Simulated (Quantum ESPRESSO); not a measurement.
A working Quantum ESPRESSO input for InSb (F-43m, 2 atoms in the cell) (DFT, PBEsol, plane waves, PSlibrary PAW (PBE) pseudopotentials):

```fortran
&CONTROL
   calculation = 'scf',
   outdir = './work',
   pseudo_dir = './',
   tprnfor = .true.,
   tstress = .true.,
/
&SYSTEM
   ibrav = 2,
   celldm(1) = 12.77188031,
   nat = 2,
   ntyp = 2,
   ecutwfc = 50,
   ecutrho = 300,
   occupations = 'smearing',
   smearing = 'fd',
   degauss = 0.0073499,
   input_dft = 'pbesol',
/
&ELECTRONS
   conv_thr = 1e-10,
   mixing_beta = 0.7,
/
ATOMIC_SPECIES
In   114.8180  In.pbe-dn-kjpaw_psl.1.0.0.UPF
Sb   121.7600  Sb.pbe-n-kjpaw_psl.1.0.0.UPF
ATOMIC_POSITIONS {crystal}
In    0.00000000    0.00000000    0.00000000
Sb    0.25000000    0.25000000    0.25000000
K_POINTS {automatic}
7 7 7  0 0 0
```

The run converged in 9 iterations: free energy E − TS -10170.6678 eV; Fermi level (on the code's own zero) 4.57 eV; pressure -4.09 GPa. Each of these slips is then made, one at a time:

(1)
```diff
+   nbnd = 9,
```

(2)
```diff
+   tot_charge = -1,
```

Question: Predict the outcome of each change.

Answer: 
(1) Too few bands. The program stopped with an error at about iteration 1.
```
Error in routine efermig (1):
internal error, cannot bracket Ef
```

(2) An unintended net charge. The run converged in 11 iterations without an error; against the sound input the pressure goes from -4.09 to 18.68 GPa.

The starting cell comes from a database of computed structures (which also holds hypothetical and non-ambient phases and stackings), without a prior relaxation at this level. Its lattice was rescaled by a random factor within 2.5 % of one. In the base run, with a pressure of about -4 GPa the cell is away from its equilibrium volume at this level. The run gives no clean gap (levels at the Fermi energy touch, overlap or are partly filled at this smearing), which alone does not show that the compound is a metal.

Left out of this page: 5 runs of the series outside the window shown, repeating another row's setting, or not comparable.
